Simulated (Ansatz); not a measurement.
The reference is As (space group R-3m, No. 166; a = 3.745 Å, c = 9.755 Å (hexagonal axes); layered; relaxed with 0.1 eV smearing). Axes: x lies along a and z along c of the hexagonal cell.

All numbers come from PBEsol-D3(BJ) (Ansatz, a first-principles code), no spin-orbit coupling.

Perturbation: an isotropic linear strain of +2.88 %, atoms relaxed at fixed cell.

Task: Predict the stress tensor and what it implies for the stiffness.

Result: Stress of the strained cell less that of the base (GPa, compression positive):
```
   -5.9     0.0     0.0
    0.0    -5.9     0.0
    0.0     0.0    -3.3
```

Then B = −ΔP/(ΔV/V₀) with ΔV/V₀ = 0.0889 gives secant stiffness values (nonlinear terms included at this strain): B (at held cell shape, above the free-shape value) ≈ 57 GPa.

As a check, the harmonic strain energy −½ V₀ Δσ:ε is 27 meV/atom; the computed energy rise is 30 meV/atom.

No phonon test of stability was made.
